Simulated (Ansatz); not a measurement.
## BN, response to strain

The parent structure is BN in the zinc blende structure (space group F-43m, No. 216; a = 3.5805 Å). Axes: x, y, z lie along the cube axes.

Strains are applied to the cell and any free atomic positions relax.

The values are results of Ansatz (a program for electronic structure), LDA, PAW, cutoff 420 eV, no spin-orbit coupling, not measurements.

Candidates:
(a) uniaxial strain ε_zz = +3.00 %
(b) uniaxial strain ε_zz = +2.50 %
(c) uniaxial strain ε_zz = −3.00 %
(d) uniaxial strain ε_zz = +0.50 %

Base values:

| Property | Result |
|---|---|
| Band gap | 4.39 eV |

Order them by band gap, lowest first.

(c) uniaxial strain ε_zz = −3.00 % (3.86 eV), (a) uniaxial strain ε_zz = +3.00 % (4.09 eV), (b) uniaxial strain ε_zz = +2.50 % (4.14 eV), (d) uniaxial strain ε_zz = +0.50 % (4.34 eV)

Whether these cells are dynamically stable was not tested.
